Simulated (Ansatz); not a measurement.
The cell is built on a prototype and need not be the phase stable at ambient conditions.

Given:

```
CELL_PARAMETERS angstrom
      6.00822     0.33218     0.00000
      1.91410     5.70485     0.00000
      2.04706    -2.68633     3.37740
ATOMIC_POSITIONS crystal
  In 0.50000 0.50000 0.00000
  In 0.75000 0.75000 0.50000
  Mg 0.00000 0.00000 0.00000
  O  0.66862 0.10804 0.95772
  O  0.10804 0.66862 0.04228
  O  0.84967 0.37366 0.48171
  O  0.37366 0.84967 0.51829
```

Space group of this cell: I-4. The cell was relaxed by PBE-D3(BJ); by PBEsol its mean pressure is -1.7 GPa.

Transport runs along the normal of the first two printed cell vectors.

The gap is the functional's own, uncorrected, and κ follows it; spin-orbit coupling is left out. Mid-gap values are interpolated between the computed energies.

Task: Estimate the band gap and the smallest decay constant κ at mid-gap that PBEsol (Ansatz, a program for electronic structure) returns for this system.

Result: Gap 1.34 eV on a 10×10×10 mesh; κ = 0.172 1/Å, at the zone centre.
